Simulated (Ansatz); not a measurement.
The reference is BN in the zinc blende structure (space group F-43m, No. 216; a = 3.6097 Å).

Level of theory: Ansatz (a first-principles code) r2SCAN, without spin-orbit coupling.

Base values:

| Property | Value |
|---|---|
| Band gap | 5.00 eV |

The change: every lattice vector is shortened by 2.50 %, atoms relaxed at fixed cell.

Problem. What happens to the energy relative to the base and band gap?

Solution. The energy rises by 43 meV/atom; the band gap goes up by 0.095 eV, from 5.00 eV to 5.10 eV.

The cells carry an imposed strain or load. No phonon test of stability was made.
